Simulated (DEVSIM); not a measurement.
System: illuminated In0.53Ga0.47As p-on-n cell, one wavelength, at 250 K.

Layer 1 from the left is In0.53Ga0.47As, thickness (μm) 0.150, Na (cm⁻³) 7.7e17, τn (s) 1.4e-10, τp (s) 4.1e-9, absorption coefficient (cm⁻¹) 41000. Layer 2 from the left is In0.53Ga0.47As, thickness (μm) 1.70, Nd (cm⁻³) 1.3e15, τn (s) 4.6e-9, τp (s) 4.6e-9, absorption coefficient (cm⁻¹) 41000.

Left contact: ohmic, minority electron recombination velocity 500 cm/s. Right contact: ohmic, minority hole recombination velocity 4000 cm/s. Voltage is applied to the left contact. Recombination: SRH at mid-gap, radiative, Auger. Light enters at the left, 1.2e17 photons cm⁻² s⁻¹, one pass, no reflection. Mobility is constant in doping.

This is a model device: material constants are rounded textbook-type values typed into the input, and sizes, dopings and lifetimes were drawn at random. Values at 300 K; Nc and Nv go as T^1.5, mobilities as T to minus their exponent, the gap by Varshni's rule with the affinity fixed.

In0.53Ga0.47As: gap (eV) 0.74, affinity (eV) 4.51, permittivity 13.9, Nc (cm⁻³) 2.1e17, Nv (cm⁻³) 7.7e18, μn (cm²/Vs) 12000, μp (cm²/Vs) 300, T exponent of μn 1.6, T exponent of μp 1.6, B (cm³/s) 9.6e-11, Cn (cm⁶/s) 5e-29, Cp (cm⁶/s) 5e-29, Varshni α (eV/K) 0.00035, Varshni β (K) 190.

Simulated with DEVSIM: 1D drift-diffusion, Boltzmann statistics, complete ionisation; no tunnelling, impact ionisation, image-force lowering or self-heating.

Dark forward current:

```tsv
|V| (V)	|J| (A/cm²)
0.05	8.702e-6
0.10	3.702e-5
0.15	0.0001371
0.20	0.0005088
0.25	0.002008
0.30	0.008996
0.35	0.04882
0.40	0.3170
0.45	1.962
0.50	9.247
0.55	43.29
0.60	215.3
0.65	1001
0.70	3855
```

Problem. Work out the local ideality factor n = ΔV / (kT/q · ln(J2/J1)) between the rows 0.10 and 0.15 V, 0.35 and 0.40 V, 0.65 and 0.70 V.

Solution. kT/q = 21.54 mV. From 0.10 to 0.15 V: ln(0.0001371/3.702e-5) = 1.309, n = 1.77. From 0.35 to 0.40 V: ln(0.3170/0.04882) = 1.871, n = 1.24. From 0.65 to 0.70 V: ln(3855/1001) = 1.348, n = 1.72.

Problem. What current could the absorbed light give at most, and what share is collected?

Solution. Σ αd = 7.59, so qΦ(1 − exp(−Σ αd)) = 19.2 mA/cm². The simulated short-circuit current is 19.13 mA/cm², a share of 1.00.

Problem. Estimate the open-circuit voltage by superposition: the voltage at which the dark current equals that short-circuit current.

Solution. Interpolating ln J in the table gives 0.322 V. The simulation gives 0.323 V, the same within the digits that matter. Superposition holds where collection doesn't change with voltage.

Problem. Estimate the fill factor from FF0 = (v − ln(v + 0.72))/(v + 1), v = qVoc/(nkT), with n from the dark curve.

Solution. The rows about Voc, 0.30 and 0.35 V, give n = 1.37, so v = 10.9 and FF0 = 0.710. The simulation gives 0.694; the estimate lies 2.3 % above.
